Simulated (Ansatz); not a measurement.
## Ni2Si with two functionals

Start from Ni2Si (space group Pnma, No. 62; a = 5.0199 Å, b = 3.7313 Å, c = 7.0766 Å; non-magnetic).

(Cell as relaxed with PBE.)

Levels (all Ansatz, a first-principles code, PAW): PBE (420 eV, no SOC); PBEsol (420 eV, scalar-relativistic without spin-orbit coupling).

Each level relaxes its own structure.

| quantity | PBE | PBEsol |
|---|---|---|
| volume per atom | 11.05 Å³ | 10.62 Å³ |
| space group | Pnma (No. 62) | Pnma (No. 62) |
| band gap | zero | zero |

PBE's volume per atom lies 0.43 Å³ above PBEsol's (4.0 %); the two agree on the space group and band gap. Neither level is exact; PBEsol is the comparison here, not a measurement.

Stability against distortions was not tested. Seeded moments were not kept for the base. All final runs are without spin polarisation.
